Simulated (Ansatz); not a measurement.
## Hypothetical fluorite ZrS2: Zr → Y

Consider ZrS2 in the fluorite structure (space group Fm-3m, No. 225; a = 6.2563 Å; a hypothetical phase, not in the database extracts checked).

Now apply this change: Y takes the place of Zr on all its sites, then cell and atoms are relaxed.

All numbers come from Kohn–Sham DFT with the r2SCAN functional, run in Ansatz (an electronic-structure program) with PAW and 500 eV plane waves, without spin-orbit coupling. k-mesh 12×12×12 (Γ-centred); smearing 0.05 eV (Fermi–Dirac), for the changed cell.

The lattice parameter a goes up by 0.278 Å, from 6.256 Å to 6.534 Å and the space group is still Fm-3m (No. 225). The band gap goes from 0.13 eV to zero.

Final structure:

```
CELL_PARAMETERS angstrom
      0.00000     3.26719     3.26719
      3.26719     0.00000     3.26719
      3.26719     3.26719     0.00000
ATOMIC_POSITIONS crystal
  Y  0.00000 0.00000 0.00000
  S  0.25000 0.25000 0.25000
  S  0.75000 0.75000 0.75000
```

Stability against distortions was not tested. As relaxed here, YS2 is a hypothetical phase, not in the database extracts checked. The final runs are not spin-polarised. An odd electron count without spin: YS2. YS2 has a high density of states at the Fermi level and may be magnetic at this level. The zero or small gap of ZrS2 can change with the level of theory.
